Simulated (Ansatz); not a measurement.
**ZnGaNO (model structure, Pna2₁, No. 33, 16 atoms in the cell)**

The numbers are results of HSE06 in Ansatz (PAW), not measurements.

Settings: plane-wave cutoff 460 eV, 4×4×4 k mesh, Fermi–Dirac smearing 0.01 eV, scalar-relativistic PAW data made under PBE.

Cell (relaxed with PBEsol):

Space group Pna2₁ (No. 33); a = 5.5931 Å, b = 6.4216 Å, c = 5.1919 Å, α = β = γ = 90.00°

```json
[
 {"atom": "Zn", "site": "4a", "symmetry": "1", "x": "0.0766", "y": "0.6150", "z": "0.0099"},
 {"atom": "Ga", "site": "4a", "symmetry": "1", "x": "0.0819", "y": "0.1342", "z": "0.9949"},
 {"atom": "O", "site": "4a", "symmetry": "1", "x": "0.0714", "y": "0.1149", "z": "0.3679"},
 {"atom": "N", "site": "4a", "symmetry": "1", "x": "0.0972", "y": "0.6320", "z": "0.3874"}
]
```

| Property | Value |
|---|---|
| band gap | 2.68 eV |
| smallest direct gap on the k points sampled | 2.69 eV |

Note: the relaxation could raise the start's symmetry but not lower it, so the cell can be a saddle point; cell and atoms aren't relaxed at this level (largest force component 0.19 eV/Å, pressure 1.0 GPa).

Spin–orbit coupling is not included.

A model structure was made by putting elements into a prototype or built by hand; it is no filed structure, need not be a known phase, and can be a saddle point held by its symmetry.

Ansatz is an electronic-structure program.
